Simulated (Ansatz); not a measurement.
# Parameter sweep on YZr (Fd-3m, 4 atoms in the cell)

```yaml
crystal:
  lattice:
    - [0.00000, 3.71492, 3.71492]
    - [3.71492, 0.00000, 3.71492]
    - [3.71492, 3.71492, 0.00000]
  atoms:
    - { symbol: Y, position: [0.75000, 0.75000, 0.75000] }
    - { symbol: Y, position: [0.50000, 0.50000, 0.50000] }
    - { symbol: Zr, position: [0.00000, 0.00000, 0.00000] }
    - { symbol: Zr, position: [0.25000, 0.25000, 0.25000] }
```

Base run A: PBE (Ansatz, a program for electronic structure), self-consistent single point.

Its settings: basis.ecutwfc = 420 eV; kpoints.mp_grid.grid = 10 10 10; hamiltonian.xc = pbe; hamiltonian.pseudopotentials = {kind: paw} (the program's default PAW files); scf.occupations.method = methfessel_paxton; scf.occupations.width = 0.136 eV.

The starting cell was generated: these elements placed on a structure prototype, without a prior relaxation; it need not be a known phase or ordering of this composition. Its lattice was rescaled by a random factor within 2.5 % of one. Ansatz's pressure includes its estimate of the finite-basis (Pulay) stress.

ΔF is the free energy per atom less that of run A. 

| run | change | ΔF (meV/atom) | pressure (GPa) | iterations |
|---|---|---|---|---|
| A | base | 0.00 | 2.59 | 6 |
| B | scf.mixing.preconditioner: default (the program chose Kerker) → none | 0.00 | 2.59 | 7 |
| C | scf.mixing.preconditioner: default (the program chose Kerker) → kerker | 0.00 | 2.59 | 6 |
| D | scf.mixing.preconditioner: default (the program chose Kerker) → kerker_dos | 0.00 | 2.59 | 7 |
| E | scf.mixing.preconditioner: default (the program chose Kerker) → resta; scf.mixing.eps_inf: default → 3 | 0.00 | 2.59 | 7 |
| F | scf.mixing.preconditioner: default (the program chose Kerker) → ldos | 0.00 | 2.59 | 5 |
| G | scf.mixing.preconditioner: default (the program chose Kerker) → local_kerker | 0.00 | 2.59 | 6 |
| H | scf.mixing.preconditioner: default (the program chose Kerker) → kerker; scf.mixing.q_tf: default → 0.2 | 0.00 | 2.59 | 7 |
| I | scf.mixing.preconditioner: default (the program chose Kerker) → kerker; scf.mixing.q_tf: default → 0.5 | 0.00 | 2.59 | 7 |
| J | scf.mixing.preconditioner: default (the program chose Kerker) → kerker; scf.mixing.q_tf: default → 1.5 | 0.00 | 2.59 | 7 |

Runs B, C, D, E, F, G, H, I, J gave the same state as A (within 1 meV/atom).

Keys are those of Ansatz 0.2.
